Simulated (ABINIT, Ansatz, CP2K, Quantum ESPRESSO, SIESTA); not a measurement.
## Code comparison for WC (P-6m2, 2 atoms in the cell)

Self-consistent single point.

```xyz
2
Lattice="2.8443 0.0000 0.0000 -1.4221 2.4632 0.0000 0.0000 0.0000 2.7690" Properties=species:S:1:pos:R:3 pbc="T T T"
W      0.0000     0.0000     0.0000
C      1.4221     0.8211     1.3845
```

All programs got the same cell, k-point mesh and kind of occupations (in Ansatz's words: kpoints.mp_grid.grid = 9 9 8; scf.occupations.method = fermi_dirac; scf.occupations.width = 0.1 eV); potentials, basis and cutoffs are each program's usual ones.

| code | model | pressure (GPa) | k-points | cutoff |
|---|---|---|---|---|
| ABINIT | PBE, norm-conserving pseudopotentials (PseudoDojo nc-sr-05 PBE standard) | 37.72 | 60 | 41 Ha |
| Ansatz | PBE, default PAW files | 37.16 | 60 | 420 eV |
| Quantum ESPRESSO | PBE, SSSP 1.1.2 efficiency (PBE) pseudopotentials | 37.16 | 60 | 45 Ry |
| CP2K | PBE, GPW, DZVP-MOLOPT-SR-GTH basis, GTH-PBE potentials (GTH_POTENTIALS) | 32.99 | 325 | grid 500 Ry |
| SIESTA | GGA PBE, numerical atomic orbitals TZP, PseudoDojo PBE standard norm-conserving potentials (rewritten from UPF to PSML) | 40.70 | 329 | grid 350 Ry |

The spread over the programs that give each value: pressure within 7.71 GPa.

The starting cell comes from a database of computed structures (which also holds hypothetical and non-ambient phases and stackings), without a prior relaxation at this level. Its lattice was rescaled by a random factor within 2.5 % of one. On Ansatz's run: Spin-orbit coupling is off. Spin polarisation is off. In the base run, with a pressure of about 38 GPa the cell is away from its equilibrium volume at this level.

Task: Why do the programs differ, and what cannot be compared?

Result: Differences of this kind can come from the potentials, where these differ, and from what each basis and cutoff leave unconverged. The zero of total energies and Fermi levels follows the potentials and each program's conventions, so they are not compared here. CP2K and SIESTA use small atom-centred bases, whose incompleteness enters pressures, forces and empty levels differently from a plane-wave cutoff. Ansatz's pressure is given at a fixed set of plane waves, as the other plane-wave codes print theirs; with its correction for the finite basis it is 37.52 GPa (the shift of 0.36 GPa shows how far the cutoff is from converged). The programs reduce the same mesh by symmetry to different extents, which changes the work and not the result. In the pressure, CP2K (by 4.17) and SIESTA (by 3.53) lie more than 1 GPa from the median of the plane-wave programs.

Left out of this page: GPAW, Elk and FLEUR (not drawn, or without a comparable value).

Ansatz is a first-principles code.

Keys are those of Ansatz 0.2.
